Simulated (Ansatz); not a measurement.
Cubic perovskite CsPbCl₃ (cubic high-temperature phase) was calculated with PBE (Ansatz, a program for electronic structure, plane waves, PAW).

Settings: plane-wave cutoff 520 eV, 6×6×6 k mesh, Fermi–Dirac smearing 0.01 eV, scalar-relativistic PAW data made under PBE.

Equation-of-state points:

```json
[
 {"V (Å³/atom)": "35.473", "E − E_lowest (meV/atom)": "10.40", "P (GPa)": "1.560"},
 {"V (Å³/atom)": "36.227", "E − E_lowest (meV/atom)": "4.44", "P (GPa)": "0.980"},
 {"V (Å³/atom)": "36.982", "E − E_lowest (meV/atom)": "1.07", "P (GPa)": "0.462"},
 {"V (Å³/atom)": "37.737", "E − E_lowest (meV/atom)": "0.00", "P (GPa)": "0.000"},
 {"V (Å³/atom)": "38.491", "E − E_lowest (meV/atom)": "0.99", "P (GPa)": "-0.413"},
 {"V (Å³/atom)": "39.246", "E − E_lowest (meV/atom)": "3.82", "P (GPa)": "-0.781"},
 {"V (Å³/atom)": "40.001", "E − E_lowest (meV/atom)": "8.29", "P (GPa)": "-1.110"}
]
```

Q: Estimate the bulk modulus and its pressure derivative from these points.

A: V0 = 37.737 Å³/atom, B0 = 21.8 GPa, B′ = 4.7 (fit to the energies at full precision).

Note: the relaxation could not lower the start's symmetry, so the cell can be a saddle point above a distorted one.

Spin–orbit coupling is not included; it can shift volumes and moduli of such heavy elements.

Static lattice: no zero-point or thermal effects.
